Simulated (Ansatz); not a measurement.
Consider MgO in the rock salt structure (space group Fm-3m, No. 225; a = 4.2537 Å).

The change: cell and atoms relaxed at a pressure of 100 GPa.

Levels (all Ansatz, a program for electronic structure, PAW): PBE (420 eV, no spin-orbit coupling); PBE+SOC (420 eV, noncollinear with spin-orbit coupling).

The geometry is relaxed with PBE.

```
Item                                    Result
-------------------------  -------------------
PBE valence-band top at Γ  0.00, 0.00, 0.00 eV
PBE electron mass               0.47 mₑ (at Γ)
PBE gap character                  direct at Γ
```

With PBE+SOC at the same geometry, the hole mass (degenerate bands, along [100]) amounts to 0.60, 1.8 mₑ (at Γ); the valence-band top at Γ (three highest Kramers pairs, from the VBM) goes from 0.00, 0.00, 0.00 eV to 0.00, 0.00, -0.04 eV; the electron mass is still 0.47 mₑ (at Γ); the gap character is still direct at Γ. The threefold valence maximum splits by Δso ≈ 41 meV.

Single points use the geometry relaxed with PBE. The spin-orbit shifts are approximate. Load acts through the strain it causes; cell and atoms are relaxed under it. Effective masses come from finite differences of ±0.01 Å⁻¹. No phonon test of stability was made. Competing high-pressure phases were not computed.
